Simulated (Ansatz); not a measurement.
System: rock-salt NaH. Method: BLYP (Ansatz, a quantum-chemistry and plane-wave program, plane waves, PAW).

From the output:

```
Crystal: 2 atoms, lattice volume = 29.028 Å³
Basis set: ecut = 520 eV, 749 PW (Γ), exchange–correlation on 54×54×54 points (8 copies of the dense FFT grid, shifted against one another)
Bands: 9, of which v1, the nominal top of the filled ones, is band 5 counted from 1 (4 counted from 0)
Symmetry: 48 space group operations
Space group: Fm-3m (ITA 225), of the structure as read, at distance tolerance 3.1e-5 Å
k-points: 72 of 1728
Functional: x = b88, c = lyp
SCF iter   1: F=—  HF=-1505.823112 eV  |F-HF|=—  |Δ(HF+E_count)|=         —  Δρ=7.15e-3  dr2=1.29e-2
SCF iter   2: F=—  HF=-1505.819460 eV  |F-HF|=—  |Δ(HF+E_count)|=   3.65e-3  Δρ=1.50e-3  dr2=5.01e-4
  ...
SCF iter   6: F=—  HF=-1505.819585 eV  |F-HF|=—  |Δ(HF+E_count)|=   8.04e-9  Δρ=1.01e-6  dr2=2.18e-10
SCF iter   7: F=-1505.819585 eV  HF=-1505.819585 eV  |F-HF|=4.55e-13  |Δ(HF+E_count)|=  5.67e-10  Δρ=2.16e-7  dr2=1.11e-11
SCF 1 converged in 7 iterations: F = -1505.819585 eV  dr2 = 1.11e-11
SCF converged after 7 iterations
Free energy (F): -1505.819585 eV
Internal energy: -1505.819585 eV  (E = F + TS)
E sigma→0 (E₀):  -1505.819585 eV
Fermi energy:    2.873783 eV
--- Stress (GPa, compression-positive) ---
       -0.423690       0.000000       0.000000
        0.000000      -0.423690       0.000000
       -0.000000       0.000000      -0.423690
  P = ⅓ Tr σ = -0.4237 GPa (-4.237 kbar)
```

Q: Write an input file that could have produced this run (the log leaves some choices open).

A: This is not unique; one that fits is 
Ansatz 0.2 input:
```yaml
crystal:
  lattice:
    - [0.0, 2.4392745416, 2.4392745416]
    - [2.4392745416, 0.0, 2.4392745416]
    - [2.4392745416, 2.4392745416, 0.0]
  atoms:
    - { symbol: Na, position: [0.0, 0.0, 0.0] }
    - { symbol: H, position: [0.5, 0.5, 0.5] }
basis:
  ecutwfc: 520
  ecutrho_ratio: 4
  xc_grid: 2
kpoints:
  mp_grid: { grid: [12, 12, 12] }
hamiltonian:
  xc: blyp
  dispersion: none
  pseudopotentials: { kind: paw }
scf:
  occupations: { method: fermi_dirac, width: 0.01 }
  convergence: { dr2_threshold: 0.0000000002 }
output:
  forces: true
  stress: true
  eigenvalues: true
```

The cell is one volume of an energy–volume scan, off the minimum.

The PAW data were made under PBE.
